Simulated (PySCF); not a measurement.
PySCF 2.14.0, B3LYP/def2-svp: all-trans C8H18 (CCCCCCCC), 26 atoms. The geometry is a generated start, not checked to be a minimum at this level.

```python
import time
import numpy
from pyscf import lib
from pyscf import gto, scf, dft, mp, cc, sgx
lib.logger.TIMER_LEVEL = 4
t0 = time.perf_counter()

mol = gto.M(
    atom='''
C     -4.44500000     0.43000000     0.00000000
C     -3.17500000    -0.43000000     0.00000000
C     -1.90500000     0.43000000     0.00000000
C     -0.63500000    -0.43000000     0.00000000
C      0.63500000     0.43000000     0.00000000
C      1.90500000    -0.43000000     0.00000000
C      3.17500000     0.43000000     0.00000000
C      4.44500000    -0.43000000     0.00000000
H     -4.44500000     1.06000000     0.88500000
H     -4.44500000     1.06000000    -0.88500000
H     -3.17500000    -1.06000000     0.88500000
H     -3.17500000    -1.06000000    -0.88500000
H     -1.90500000     1.06000000     0.88500000
H     -1.90500000     1.06000000    -0.88500000
H     -0.63500000    -1.06000000     0.88500000
H     -0.63500000    -1.06000000    -0.88500000
H      0.63500000     1.06000000     0.88500000
H      0.63500000     1.06000000    -0.88500000
H      1.90500000    -1.06000000     0.88500000
H      1.90500000    -1.06000000    -0.88500000
H      3.17500000     1.06000000     0.88500000
H      3.17500000     1.06000000    -0.88500000
H      4.44500000    -1.06000000     0.88500000
H      4.44500000    -1.06000000    -0.88500000
H     -5.34500000    -0.19000000     0.00000000
H      5.34500000     0.19000000     0.00000000
''',
    basis='def2-svp',
    max_memory=3000,
    verbose=4,
)
mf = dft.RKS(mol, xc='b3lyp')
mf.chkfile = None
mf.kernel()
print('SCF converged:', mf.converged)
print('E(SCF) = %.10f' % mf.e_tot)
print('basis functions:', mol.nao_nr())
print('integrals held in memory:', getattr(mf, '_eri', None) is not None)
t1 = time.perf_counter()
print('wall of the SCF part: %.3f s' % (t1 - t0))
print('run ended')
```

```bash
OMP_NUM_THREADS=32 python -u run.py
```

The program reports basis functions: 202, grid points: 289488.

Hardware: Arm Neoverse V2, 96 cores on 1 socket, no SMT, 1 L3 cache group.

On 32 threads, 32 BLAS threads this takes 6.2 s. Wall times, medians of two to five repeats, each run alone on the node (launch to exit). Processes are pinned to neighbouring cores unless said otherwise. Build: PyPI wheel: OpenMP (GNU), a bundled serial OpenBLAS 0.3.3 under its C layer, NumPy's threaded OpenBLAS held to generic ARMv8 kernels, libcint, Libxc. Other compilers and libraries give other times. Scratch files lie in a memory file system. This build's BLAS runs threads of its own beside OpenMP's, on the same cores; «BLAS threads» counts them.

Problem. Make this run faster without changing its result beyond 1.0 meV/atom in energy. Keep to 32 cores.

Solution. Several could match; the one computed here: going from 32 threads, 32 BLAS threads to 32 threads, 1 BLAS thread, the fastest of the measured ones that keep the result.

```diff
-OMP_NUM_THREADS=32 python -u run.py
+OMP_NUM_THREADS=32 OPENBLAS_NUM_THREADS=1 python -u run.py
```

Time: 6.2 s to 3.8 s (1.6× as fast). The largest move is in the rest of the SCF (stored integrals and their contraction, diagonalisation, DIIS): 2.6 s to 0.64 s. The slower run has 32 BLAS threads beside the program's own on the same cores, and burns 2 times the CPU time. These two results differ by: energy equal as printed. Others tried: 32 threads, 4 BLAS threads (4.2 s). 1 planned setting was not run, for want of time.
